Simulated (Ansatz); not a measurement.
# How the bulk modulus of RuAl (model structure, Fm-3m, No. 225, 2 atoms in the cell) moves with the method

No measured value is used here.

```json
[
 {"level (code)": "LDA (Ansatz)", "value (GPa)": "166", "cell (Å³/atom)": "14.61"},
 {"level (code)": "PBEsol (Ansatz)", "value (GPa)": "157", "cell (Å³/atom)": "14.98"},
 {"level (code)": "r²SCAN (Ansatz)", "value (GPa)": "155", "cell (Å³/atom)": "15.05"}
]
```

LDA, PBEsol, r²SCAN: the run has no spin polarisation, so it can have missed a magnetic state. LDA, PBEsol, r²SCAN: the bulk modulus is −V dP/dV from two relaxed cells at ±2 % in volume. Each level is taken at its own relaxed cell. Cutoffs differ between the levels. Ansatz's density-functional and Hartree–Fock values are scalar-relativistic unless marked +SOC, with PAW data made under PBE.

A model structure was made by putting elements into a prototype or built by hand; it is no filed structure, need not be a known phase, and can be a saddle point held by its symmetry.

Ansatz is a quantum-chemistry and plane-wave program.
